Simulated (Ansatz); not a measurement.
Checking a run of Ansatz (a first-principles code) on K3Al (I4/mmm, 4 atoms in the cell). The aim is a self-consistent single point with DFT, PBEsol, plane waves, default PAW files made with PBE.

Cell that was meant: a = 6.8744 Å, b = 6.8744 Å, c = 6.8744 Å, α = 130.40°, β = 130.40°, γ = 72.76°.

Part of the input:

Ansatz 0.2 input:
```yaml
    - { symbol: K, position: [0.250000, 0.750000, 0.500000] }
    - { symbol: K, position: [0.500000, 0.500000, 0.000000] }
    - { symbol: Al, position: [0.000000, 0.000000, 0.000000] }
basis:
  ecutwfc: 170.0 eV
kpoints:
  mp_grid:
    grid: [8, 8, 8]
```

Output (repeated stretches shortened):

```
   [... lines left out ...]
PAW frozen core: Al, regenerated for the run's functional, and the local potential with it
Initial density: superposition of atomic densities (neutral atoms: chi_scale 0, normalization atom), corrected by the library's trained network
Initial wavefunctions: pseudopotential atomic-orbital guess
Eigensolver: davidson
Functional: x = pbesol(κ = 0.804, μ = 0.12345679012345678), c = pbesol(β = 0.046)
SCF iter   1: F=—  HF=-5063.677945 eV  |F-HF|=—  |Δ(HF+E_count)|=         —  Δρ=3.28e-2  dr2=8.78e-1  ethr=1.77e-3  ⟨swp⟩=6.1  Hψ=6031  notcnv=0
all-band conjugate gradients solve this SCF's bands
preconditioner: auto → Kerker (q_TF=auto, 2.016 Å⁻¹)
SCF iter   2: F=—  HF=-5063.361002 eV  |F-HF|=—  |Δ(HF+E_count)|=   3.17e-1  Δρ=1.52e-2  dr2=1.72e-1  ethr=1.77e-3  ⟨swp⟩=2.3  Hψ=2724  notcnv=0
   [... lines left out ...]
SCF iter   6: F=—  HF=-5063.308422 eV  |F-HF|=—  |Δ(HF+E_count)|=   8.90e-5  Δρ=1.72e-5  dr2=1.20e-6  ethr=3.69e-8  ⟨swp⟩=2.9  Hψ=2172  notcnv=0
SCF iter   7: F=—  HF=-5063.308422 eV  |F-HF|=—  |Δ(HF+E_count)|=   7.87e-8  Δρ=4.08e-6  dr2=1.01e-7  ethr=3.99e-9  ⟨swp⟩=2.1  Hψ=1326  notcnv=0
SCF iter   8: F=-5063.308422 eV  HF=-5063.308422 eV  |F-HF|=6.80e-9  |Δ(HF+E_count)|=   2.66e-8  Δρ=1.45e-6  dr2=1.33e-8  ethr=3.33e-10  ⟨swp⟩=4.5  Hψ=4202  notcnv=0
SCF 1 converged in 8 iterations: F = -5063.308422 eV  dr2 = 1.33e-8
Free energy (F): -5063.308422 eV
Internal energy: -5063.096576 eV  (E = F + TS)
E sigma→0 (E₀):  -5063.202499 eV
Entropy (-TS):   -0.211846 eV (-52.962 meV/atom)
Fermi energy:    3.117302 eV
--- Forces (eV/Å), atoms counted from 1 ---
  atom   1  K     -0.00000000     0.00000000     0.00000000
   [... zero for the other atoms too ...]
--- Stress (GPa, compression-positive) ---
       -0.221097       0.000000       0.000000
        0.000000      -0.221097       0.000000
        0.000000       0.000000      -0.131050
  P = ⅓ Tr σ = -0.1911 GPa (-1.911 kbar)
  The stress holds the Pulay correction. Without it, at fixed plane waves, as pw.x and ABINIT print it: P = -26.4086 GPa
```

Question: Is anything amiss in this input, and did it matter?

Answer: The run is not sound. The fault is a basis or grid far too coarse for these potentials. The error of an incomplete plane-wave basis or grid does not cancel at such settings. To fix it, restore the cutoff that the potentials need and check convergence. The run converged in 8 iterations without an error; against the sound input the free energy rises by 2.04 eV/atom and the pressure hardly changes (-0.28 to -0.19 GPa). At a fixed set of plane waves, without the program's Pulay estimate, the pressure is -26.41 GPa against -0.28 GPa.

The sound input it was made from differs as follows (other fixes are possible):
```diff
-basis:
-  ecutwfc: 170.0 eV
```

With that input, the run converged in 7 iterations: free energy E − TS (on the zero of these files) -5071.4711 eV; Fermi level (on the code's own zero) 3.02 eV; pressure -0.28 GPa (DFT, PBEsol, plane waves, default PAW files made with PBE).

On the sound input: the starting cell comes from a database of computed structures (which also holds hypothetical and non-ambient phases and stackings), without a prior relaxation at this level. Its lattice was rescaled by a random factor within 2.5 % of one. Ansatz's pressure includes its estimate of the finite-basis (Pulay) stress.
